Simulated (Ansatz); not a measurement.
## What isotropic strain +0.50 % does to Ge

Take Ge in the diamond structure (space group Fd-3m, No. 227; a = 5.6744 Å) as the base.

Now apply this change: every lattice vector is stretched by 0.50 %; the atoms relax in the strained cell.

Level of theory: DFT with r2SCAN, PAW potentials and a 500 eV plane-wave cutoff in Ansatz (a first-principles code), spin-orbit coupling left out. Settings: 10×10×10 k-points, 0.05 eV Fermi–Dirac smearing.

The shortest interatomic distance goes up by 0.012 Å (2.457 Å → 2.469 Å) and the energy increases by 1.1 meV/atom. The pressure decreases by 10.2 kbar to -10.1 kbar and the band gap shrinks by 0.145 eV to 0.21 eV. The gap character remains direct at Γ and the width of the top valence band falls by 0.07 eV to 3.94 eV. The valley order (the lowest conduction-band minima on the path, energy above the VBM, named in the base's zone) goes from Γ 0.36 eV; L along ⟨111⟩ 0.44 eV; a point along ⟨100⟩, about 0.9 Å⁻¹ from Γ 0.79 eV to Γ 0.21 eV; L along ⟨111⟩ 0.39 eV; a point along ⟨100⟩, about 0.9 Å⁻¹ from Γ 0.81 eV.

Cost of the whole job for the changed cell (relaxation, final SCF and bands): very roughly 18 core-seconds.

Stability against distortions was not tested. The real Ge has an indirect gap at ambient pressure; r2SCAN orders its close-lying valleys differently. The zero or small gap of Ge under isotropic strain +0.50 % can change with the level of theory.
